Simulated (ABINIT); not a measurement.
ABINIT run on TiPt₃ (Pm-3m, 4 atoms in the cell): self-consistent single point.

Level of theory: PBEsol, norm-conserving pseudopotentials (PseudoDojo nc-sr-04 PBEsol standard) (plane waves; ABINIT 10.0.3).

```xyz
4
Lattice="3.8739 0.0000 0.0000 0.0000 3.8739 0.0000 0.0000 0.0000 3.8739" Properties=species:S:1:pos:R:3 pbc="T T T"
Ti     0.0000     0.0000     0.0000
Pt     1.9370     1.9370     0.0000
Pt     0.0000     1.9370     1.9370
Pt     1.9370     0.0000     1.9370
```

Reference input (self-consistent single point, DFT, PBE, plane waves, norm-conserving pseudopotentials (PseudoDojo nc-sr-05 PBE standard)): pseudos = [Ti.upf, Pt.upf]; ecut = 42 Ha; occopt = 7; tsmear = 0.00999582 Ha; ngkpt = 7 7 7; nshiftk = 1; shiftk = 0 0 0; potentials = PseudoDojo nc-sr-05 PBE standard; nband = 42; kptopt = 1; nstep = 100; tolvrs = 1e-11. This run's input differs from it in these lines:

```diff
@@ -1,2 +1,2 @@
-# TiPt3, PseudoDojo nc-sr-05 PBE standard
+# TiPt3, PseudoDojo nc-sr-04 PBEsol standard
 pp_dirpath "./"
```

Its files differ too (potentials: PseudoDojo nc-sr-05 PBE standard → PseudoDojo nc-sr-04 PBEsol standard).

Output, abridged:

```
--- !BeginCycle
solver: {iscf: 7, nstep: 100, nline: 4, wfoptalg: 0, }
tolerances: {tolvrs: 1.00E-11, }
...

     iter   Etot(hartree)      deltaE(h)  residm     vres2
 ETOT  1  -450.36826255233    -4.504E+02 3.825E-01 2.475E+03
 ETOT  2  -449.74996472123     6.183E-01 4.677E-02 9.246E+03
 ETOT  3  -451.05592047455    -1.306E+00 2.450E-02 2.881E+02
 ETOT  4  -451.10001729709    -4.410E-02 2.246E-02 5.912E+00
 ETOT  5  -451.09890694517     1.110E-03 3.757E-03 1.373E+01
   [... 3 lines left out ...]
 ETOT  9  -451.10099405325    -1.176E-09 6.034E-04 8.717E-07
 ETOT 10  -451.10099405337    -1.214E-10 1.343E-03 1.031E-09
 ETOT 11  -451.10099405337     2.217E-12 1.877E-04 3.261E-11
 ETOT 12  -451.10099405338    -9.436E-12 4.125E-04 1.862E-13
 At SCF step   12       vres2   =  1.86E-13 < tolvrs=  1.00E-11 =>converged.

 Cartesian components of stress tensor (hartree/bohr^3)
  sigma(1 1)= -1.74713028E-04  sigma(3 2)=  0.00000000E+00
  sigma(2 2)= -1.74713028E-04  sigma(3 1)=  0.00000000E+00
  sigma(3 3)= -1.74713028E-04  sigma(2 1)=  0.00000000E+00

 ----iterations are completed or convergence reached----

 reduced coordinates (array xred) for    4 atoms
       0.000000000000      0.000000000000      0.000000000000
       0.500000000000      0.500000000000      0.000000000000
       0.000000000000      0.500000000000      0.500000000000
       0.500000000000      0.000000000000      0.500000000000
 cartesian forces (eV/Angstrom) at end:
    1     -0.00000000000000    -0.00000000000000    -0.00000000000000
   [... lines left out ...]
 Fermi (or HOMO) energy (hartree) =   0.60711   Average Vxc (hartree)=  -0.53034
 Fermi (or HOMO) energy (eV) =  16.52042   Average Vxc (eV)= -14.43129
   [... lines left out ...]
total_energy        : -4.51100994053380E+02
total_energy_eV     : -1.22750823088141E+04
band_energy         : -3.42855198592762E+01
...

-Cartesian components of stress tensor (GPa)         [Pressure=  5.1402E+00 GPa]
- sigma(1 1)= -5.14023389E+00  sigma(3 2)=  0.00000000E+00
- sigma(2 2)= -5.14023389E+00  sigma(3 1)=  0.00000000E+00
- sigma(3 3)= -5.14023389E+00  sigma(2 1)=  0.00000000E+00

 Calculation completed.
```

The run converged in 12 iterations. Against the reference run the pressure goes from 15.01 to 5.14 GPa.

The starting cell comes from a database of computed structures (which also holds hypothetical and non-ambient phases and stackings), without a prior relaxation at this level. Its lattice was rescaled by a random factor within 2.5 % of one. Spin polarisation is off. With a pressure of about 5 GPa the cell is away from its equilibrium volume at this level.

Cost on one core of a shared machine: roughly 5 min.
